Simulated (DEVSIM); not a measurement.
Structure: TaN/Al2O3/p-Ge capacitor, at 300 K.

Layer 1 from the left is Al2O3, thickness (nm) 4.70. Layer 2 from the left is Ge, thickness (nm) 1100, Na (cm⁻³) 2.7e17.

Metal gate on the left, work function 4.4 eV. Fixed charge at the semiconductor interface 3.1e11 cm⁻² (in units of +e); no interface traps.

This is a model device: material constants are rounded textbook-type values typed into the input, and sizes, dopings and lifetimes were drawn at random. Values at 300 K.

Al2O3: gap (eV) 6.8, affinity (eV) 1.35, permittivity 9. Ge: gap (eV) 0.664, affinity (eV) 4, permittivity 16, Nc (cm⁻³) 1.04e19, Nv (cm⁻³) 6e18.

Task: Estimate by hand the flat-band voltage, the threshold voltage, and compare with a numerical solution.

Result: 
- Flat-band voltage: C = 1.70 μF/cm², work-function difference -0.184 V; VFB = φms − qNf/C = -0.21 V; numerical -0.21 V.
- Threshold voltage: φF = 0.245 V, depletion charge √(4εqNφF) = 2.45e-7 C/cm²; VT = VFB + 2φF + Qd/C = 0.42 V; numerical 0.42 V.

DEVSIM, 1D Poisson equation in equilibrium, Boltzmann statistics, complete ionisation; no quantum confinement or tunnelling. Metal contacts follow the ideal Schottky-Mott rule: no Fermi-level pinning, no interface dipoles.
